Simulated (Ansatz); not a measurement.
We consider cubic perovskite CsCdF₃, described by LDA (plane waves, PAW; Ansatz, an electronic-structure program).

Settings: plane-wave cutoff 520 eV, 8×8×8 k mesh, Fermi–Dirac smearing 0.01 eV, scalar-relativistic PAW data made under PBE.

Cell (relaxed at this level):

```cif
data_CdCsF3
_chemical_formula_sum 'Cs1 Cd1 F3'
_space_group_name_H-M_alt 'P 1'
_space_group_IT_number 1
_cell_length_a 4.37998
_cell_length_b 4.37998
_cell_length_c 4.37998
_cell_angle_alpha 90.000
_cell_angle_beta 90.000
_cell_angle_gamma 90.000
loop_
_space_group_symop_operation_xyz
  'x, y, z'
loop_
_atom_site_label
_atom_site_type_symbol
_atom_site_fract_x
_atom_site_fract_y
_atom_site_fract_z
_atom_site_occupancy
Cs1 Cs 0.00000 0.00000 0.00000 1
Cd1 Cd 0.50000 0.50000 0.50000 1
F1 F 0.50000 0.00000 0.50000 1
F2 F 0.00000 0.50000 0.50000 1
F3 F 0.50000 0.50000 0.00000 1
```

Problem. Estimate the bulk modulus, band gap, smallest direct gap on the k points sampled and pressure derivative B′ of the bulk modulus that the calculation returns.

Solution. 
bulk modulus: 75.8 GPa
band gap: 3.21 eV
smallest direct gap on the k points sampled: 4.64 eV
pressure derivative B′ of the bulk modulus: 5.0

Note: the relaxation could not lower the start's symmetry, so the cell can be a saddle point above a distorted one.

Spin–orbit coupling is not included.

The computed numbers hold no vibrational or temperature effects.
